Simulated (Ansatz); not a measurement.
Where the default PAW files enter, the runs use the earlier of Ansatz's two default sets.

Here is the system:

```yaml
crystal:
  lattice:
    - [3.07569, 0.00000, 0.00000]
    - [-1.53784, 2.66363, 0.00000]
    - [0.00000, 0.00000, 10.07065]
  atoms:
    - { symbol: Si, position: [0.66667, 0.33333, 0.93784] }
    - { symbol: Si, position: [0.33333, 0.66667, 0.43784] }
    - { symbol: Si, position: [0.00000, 0.00000, 0.68789] }
    - { symbol: Si, position: [0.00000, 0.00000, 0.18789] }
    - { symbol: C, position: [0.66667, 0.33333, 0.74980] }
    - { symbol: C, position: [0.33333, 0.66667, 0.24980] }
    - { symbol: C, position: [0.00000, 0.00000, 0.50046] }
    - { symbol: C, position: [0.00000, 0.00000, 0.00046] }
```

Space group of this cell: P6_3mc. The cell is taken as given.

These are r2SCAN (plane waves, PAW; Ansatz, a quantum-chemistry and plane-wave program) values and carry that method's errors.

The current runs along the normal of the first two printed vectors; no spin-orbit coupling. Scaled by the factor s: both lengths across the current (ions clamped). Meshes 12×12×4 and 12×12 across the current in all rows.

```json
[
 {"s": "0.98", "mean pressure (GPa)": "10.7", "band gap (eV)": "2.51"},
 {"s": "1.00", "mean pressure (GPa)": "0.5", "band gap (eV)": "2.60"},
 {"s": "1.02", "mean pressure (GPa)": "-7.9", "band gap (eV)": "?"}
]
```

Task: Take the slope of the band gap against ln s from the two given rows, extrapolate to s = 1.02, and say what the run there gives.

Result: Slope = (2.51 − 2.60) / ln 0.98 = 4.45 eV. The line gives 2.60 + (4.45) × ln 1.02 = 2.69 eV. The run gives 2.61 eV, 0.08 eV under the line, 89 % of the predicted step.
